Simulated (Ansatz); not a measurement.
Tunnelling through a barrier is set by its complex band structure: the current falls as exp(−2κd) with the smallest κ.

Consider the following.

```xyz
12
Lattice="5.1540 0.0000 0.0000 0.8739 5.2576 0.0000 0.0000 0.0000 5.2281" Properties=species:S:1:pos:R:3 pbc="T T T"
Zr     2.1148     4.1556     5.0077
Zr     3.9131     1.1020     0.2204
Zr     4.3500     3.7308     2.3937
Zr     1.6779     1.5268     2.8344
O      5.5347     4.4365     0.8694
O      0.4932     0.8211     4.3587
O      0.9301     3.4499     3.4834
O      5.0977     1.8077     1.7447
O      2.3344     0.1125     1.3458
O      3.6935     5.1451     3.8823
O      3.2565     2.5163     3.9599
O      2.7713     2.7413     1.2682
```

Space group of this cell: P2_1/c. The cell is taken as given.

Transport runs along the normal of the first two printed cell vectors.

No gap correction and no spin-orbit coupling; mid-gap values are interpolated between computed energies.

Question: State the band gap and the smallest decay constant κ at mid-gap according to r2SCAN run with Ansatz (a quantum-chemistry and plane-wave program).

Answer: Gap 4.14 eV on a 6×6×6 mesh; κ = 0.388 1/Å, at the zone centre.
